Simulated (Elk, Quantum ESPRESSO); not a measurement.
Equation of state of CsCl-type PdIn (space group 221): energy against volume (Elk, PBE)

```
PdIn
1.0
    3.19221     0.00000     0.00000
    0.00000     3.19221     0.00000
    0.00000     0.00000     3.19221
In Pd
1 1
Direct
  0.50000   0.50000   0.50000
  0.00000   0.00000   0.00000
```

Level of theory: PBE, all-electron FP-LAPW, Elk's shipped species files, APW+lo basis with extra local orbitals in Elk 10.2.4. Settings: xctype = 20; rgkmax = 9.12; stype = 3; swidth = 0.00183747 Ha; ngridk = 18 18 18; gmaxvr = 14 1/bohr; nxlo = 2; lorbcnd = true; rmtscf = 0.94; lmaxi = 2; sphere radii = {In: 2.444, Pd: 2.444} bohr. The cell above is the first row's. The rows scale it uniformly. In all rows fractional positions and the k mesh are held. E is the free energy at the stated smearing, counted from the lowest row.

```csv
V (Å^3/atom),E (meV/atom)
16.265,85.35
16.618,53.80
16.972,30.37
17.325,14.22
17.679,4.38
18.033,0.00
18.386,0.49
18.740,5.02
19.093,?
```

Taking the third-order Birch-Murnaghan form, a cubic in V^(-2/3) for E over the 8 complete rows: With u = V^(-2/3) - 0.149, the rows have u = 0.006775, 0.004561, 0.002418, 0.000354, -0.001646, -0.003581, -0.005448, -0.007262. Least squares gives E = 12.091 + 5830.32·u + 703625·u² + 4744548·u³. Residuals (row less fit): -0.014, 0.029, 0.000, -0.023, 0.001, -0.018, 0.046, -0.021; standard error 0.033 (degrees of freedom: 4). Its minimum lies at u = -0.004333, so V0 = (0.144667)^(-3/2) = 18.17. There d²E/du² = 1284000 and d³E/du³ = 2.847e7, so B0 = (4/9) × 18.17^(-7/3) × 1284000 × 0.160218 = 105 GPa (the last factor turns the table's units into GPa), and B0' = 4 + (2/3) × 0.144667 × (2.847e7)/1284000 = 6.1.

**Question.** Estimate the missing E (V = 19.093); what did the run itself give?

**Answer.** u = -0.009014, so E = 12.091 + 5830.32 × (-0.009014) + 703625 × (-0.009014)² + 4744548 × (-0.009014)³ = 13.233 meV/atom. The calculation gives 13.22 meV/atom, 0.013 meV/atom below the prediction (under 0.05 % of the range of E in the table). The row lies outside the fitted rows, so this is an extrapolation. From the scatter of the fitted rows alone, a prediction at this place has a standard error of 0.081 meV/atom, so the miss is 0.2 times that.

Carrying the step between the two nearest rows on in a straight line would have given 9.54, off by 3.68; series whose last step already gives the withheld value aren't shown. The scan was laid around a cell of about the measured size, scaled by a guess for this functional. The runs keep the symmetry of the cell, so they don't test it for distortions. A plane-wave scan with the same functional (Quantum ESPRESSO, GBRV) gives V0 = 18.03 Å^3/atom and B0 = 110 GPa; a Birch-Murnaghan fit to all rows here lies 0.8 % from it in V0 and -4 % in B0; the two differ in basis, and may differ in potentials and mesh. Spin polarisation is off. Values depend on the basis (sphere radii, cutoffs, local orbitals), which need not be converged. Sphere radii are the same in all rows. Cutoffs and mesh are single choices, not tested for convergence of this quantity. Series with a scatter that would blur these digits, or in which a gap closes, are not shown. Nor are scans whose minimum lies at an end fitted in this form.
